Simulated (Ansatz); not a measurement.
Take ZnAu in the CsCl type structure (space group Pm-3m, No. 221; a = 3.1286 Å; relaxed with 0.1 eV smearing) as the base. Axes: x, y, z lie along the cube axes.

The values are results of PBEsol (Ansatz, a quantum-chemistry and plane-wave program; PAW; 420 eV plane waves; no SOC), not measurements.

Before the change:

| Quantity | Result |
|---|---|
| Pressure | 0.0 GPa |

Now apply this change: biaxial strain −2.08 %, plane normal [111], relaxed out of plane (Cartesian); in-plane vectors clamped, the third vector and the atoms free.

Problem. Predict the new pressure and out-of-plane strain.

Solution. The pressure (mean of the normal stresses, compression positive) goes from zero to 3.1 GPa; the out-of-plane strain is +2.36 %.

Stability against distortions was not tested.
